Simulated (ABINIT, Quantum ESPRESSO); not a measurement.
An ABINIT input for a self-consistent single point of BN (F-43m, 2 atoms in the cell) (DFT, PBE, plane waves, norm-conserving pseudopotentials (PseudoDojo nc-sr-05 PBE standard)):

```
# BN, PseudoDojo nc-sr-05 PBE standard
pp_dirpath "./"
pseudos "B.upf, N.upf"
acell 3*1.0
rprim
        -0.0000000000    3.3196119633    3.3196119633
         3.3196119633   -0.0000000000    3.3196119633
         3.3196119633    3.3196119633   -0.0000000000
natom 2
ntypat 2
znucl 5 7
typat 1 2
xcart
         0.0000000000    0.0000000000    0.0000000000
         4.9794179449    4.9794179449    4.9794179449
ecut 42 Ha
ixc 11
occopt 1
nband 8
kptopt 1
ngkpt 13 13 13
nshiftk 1
shiftk 0 0 0
nstep 80
toldfe 1.0e-09
diemac 12
prtwf 0
prtden 0
enunit 1
```

Task: Write the same calculation as an input for Quantum ESPRESSO.

Result: This is the input that was run; spellings and numerical settings could be chosen otherwise.

```fortran
&CONTROL
   calculation = 'scf'
   prefix = 'pwscf'
   outdir = './tmp'
   pseudo_dir = './'
   tprnfor = .true.
   tstress = .true.
/
&SYSTEM
   ibrav = 0
   nat = 2
   ntyp = 2
   ecutwfc = 40
   ecutrho = 200
   occupations = 'fixed'
   nbnd = 8
/
&ELECTRONS
   conv_thr = 1e-10
   mixing_beta = 0.5
/
ATOMIC_SPECIES
B     10.8100  b_pbe_v1.4.uspp.F.UPF
N     14.0070  n_pbe_v1.2.uspp.F.UPF
ATOMIC_POSITIONS {angstrom}
B     0.00000000    0.00000000    0.00000000
N     2.63499450    2.63499450    2.63499450
K_POINTS {automatic}
13 13 13  0 0 0
CELL_PARAMETERS {angstrom}
   0.00000000     1.75666300     1.75666300
   1.75666300     0.00000000     1.75666300
   1.75666300     1.75666300     0.00000000
```

Basis settings and potentials, where a program has them, do not carry over. This input uses DFT, PBE, plane waves, GBRV 1.5 ultrasoft (PBE) pseudopotentials. Both were run: pressure 40.77 GPa in ABINIT and 41.10 in Quantum ESPRESSO; gap on the mesh 4.719 eV in ABINIT and 4.646 in Quantum ESPRESSO.

On ABINIT: the starting cell comes from a database of computed structures (which also holds hypothetical and non-ambient phases and stackings), without a prior relaxation at this level. Its lattice was rescaled by a random factor within 2.5 % of one. For this run, on top of that: lattice scaled by 0.98. With a pressure of about 41 GPa the cell is away from its equilibrium volume at this level.

On Quantum ESPRESSO: the starting cell comes from a database of computed structures (which also holds hypothetical and non-ambient phases and stackings), without a prior relaxation at this level. Its lattice was rescaled by a random factor within 2.5 % of one. For this run, on top of that: lattice scaled by 0.98. With a pressure of about 41 GPa the cell is away from its equilibrium volume at this level.
